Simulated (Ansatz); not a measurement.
Take TiC in the rock salt structure (space group Fm-3m, No. 225; a = 4.293 Å) as the base.

Level of theory: PBEsol (Ansatz, an electronic-structure program; PAW; 420 eV plane waves; no spin-orbit coupling), earlier PAW set.

For the base:

```
Item                   Value
-------------------  -------
Lattice parameter a  4.293 Å
```

It is then changed as follows: B takes the place of C on all its sites; the structure is relaxed again.

Tabulated Pauling electronegativity and covalent radius: C 2.55, 0.76 Å; B 2.04, 0.84 Å.

What does the calculation give for the lattice parameter a after the change?

The lattice parameter a grows by 0.196 Å to 4.489 Å.

Stability against distortions was not tested. As relaxed here, TiB is a hypothetical phase, not in the database extracts checked. All final runs are without spin polarisation. An odd electron count without spin: TiB.
